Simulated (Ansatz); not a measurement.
The parent structure is TiO₂ in the rutile structure (space group P4_2/mnm, No. 136).

```
TiO2
1.0
    4.59117     0.00000     0.00000
    0.00000     4.59117     0.00000
    0.00000     0.00000     2.93906
Ti O
2 4
Direct
  0.00000   0.00000   0.00000
  0.50000   0.50000   0.50000
  0.30444   0.30444   0.00000
  0.80444   0.19556   0.50000
  0.19556   0.80444   0.50000
  0.69556   0.69556   0.00000
```

Computed with Ansatz (an electronic-structure program) PBEsol, no SOC.

For the base:

| Quantity | Result |
|---|---|
| Gap between the host's bands | 1.87 eV |
| Gap character | direct at Γ |

The change: 0.434 electrons added to each cell, a density of 7.0×10^21 cm⁻³, with a uniform compensating background at fixed cell and a 300 K Fermi–Dirac width.

Q: What happens to the Fermi level from band edge, gap between the host's bands, largest internal atomic displacement and gap character?

A: The Fermi level relative to the doped band's edge (positive inside the band; to 0.05 eV) comes out as +0.20 eV; the gap between the host's bands grows by 0.24 eV to 2.11 eV; the largest internal atomic displacement amounts to 0.010 Å; the gap character is still direct at Γ.

Carriers are added with a uniform compensating background; total energy and stress of such cells depend on the potential's zero and are not compared; many-body gap narrowing is missing at this level. Whether these cells are dynamically stable was not tested. The final runs are not spin-polarised.
